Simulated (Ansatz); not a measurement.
Input:

```xyz
12
Lattice="-3.2910 3.2910 2.9831 3.2910 -3.2910 2.9831 3.2910 3.2910 -2.9831" Properties=species:S:1:pos:R:3 pbc="T T T"
Hf     0.0000     0.0000     0.0000
Hf     0.0000     3.2910     1.4915
Si     3.2910     0.0000     1.4915
Si     0.0000     0.0000     2.9831
O      3.2910     2.0747    -1.0851
O      4.5073     0.0000     0.4064
O      0.0000     1.2163     1.8980
O      2.0747     0.0000     0.4064
O      3.2910     1.2163     2.5766
O      1.2163     0.0000     4.0682
O      3.2910    -1.2163     2.5766
O      2.0747     3.2910     1.0851
```

The numbers are results of PBEsol, rigid bands (plane waves, PAW, scalar-relativistic; Ansatz, a program for electronic structure), not measurements. Cell: cell and atoms relaxed with PBEsol.

**Question.** Predict the electron conductivity mass (n e² τ/σ) at 300 K, by direction if it differs.

**Answer.** 1.53 (x), 1.53 (y), 18.9 (z) mₑ.

**Question.** What conductivity effective mass do dilute holes have at 300 K?

**Answer.** 1.85 (x), 1.85 (y), 5.9 (z) mₑ.

**Question.** And the band gap?

**Answer.** 5.37 eV at this level; semilocal functionals usually fall short of the measured gap.

Rigid bands, one relaxation time for all states, no polarons. Spin-orbit coupling is left out; where it splits the top of the valence band it changes the hole mass and lowers the gap by about a third of the splitting.

Formula and space group known from diffraction (Crystallography Open Database), not checked to be the room-temperature form: HfSiO4 (I4_1/amd).
